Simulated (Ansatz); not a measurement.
Structures of equal composition on the (000-1) surface of 4H silicon carbide (C plane on top): (√3x√3)R30° Al adatom at H3; (√3x√3)R30° Al adatom at T4. The slabs share one bottom face, and each structure is named by its start. These are constructed structures in small cells; real faces may alloy, dewet or reconstruct in larger ones, and not all known structures of the face are among them. Slabs of about 11 Å, Fermi-Dirac smearing of 0.025 eV. Bottom of the slabs: H caps. Relaxed from the named starts with such symmetry as they have, on meshes of like density; energies extrapolated to zero smearing; spin only where a row says so; no spin-orbit coupling, no U. Brackets mark spin-polarised runs, whose order is one that fits the cell. Where a second, spin-polarised start was run, the lower counts.

Method: r2SCAN, at the PBE geometry (plane waves to 500 eV, PAW; Ansatz, a program for electronic structure).

Task: Put the candidates in order of energy per 1x1 cell, lowest first, for r2SCAN, at the PBE geometry.

Result: (√3x√3)R30° Al adatom at H3 (0.000 eV, gap 1.64 eV on the mesh), (√3x√3)R30° Al adatom at T4 (0.306 eV, gap 1.01 eV on the mesh)
